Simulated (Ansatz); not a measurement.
Consider Nb in the bcc (W type) structure (space group Im-3m, No. 229; a = 3.2471 Å).

Calculations: LDA (Ansatz, an electronic-structure program, PAW, no spin-orbit coupling).

Before the change:

- Lattice parameter a: 324.7 pm

Now apply this change: cell and atoms relaxed at a pressure of 15 GPa.

Estimate the effect on the lattice parameter a.

The lattice parameter a falls by 7.3 pm to 317.4 pm.

Load acts through the strain it causes; cell and atoms are relaxed under it. No phonon test of stability was made. Competing high-pressure phases were not computed. The final runs are not spin-polarised.
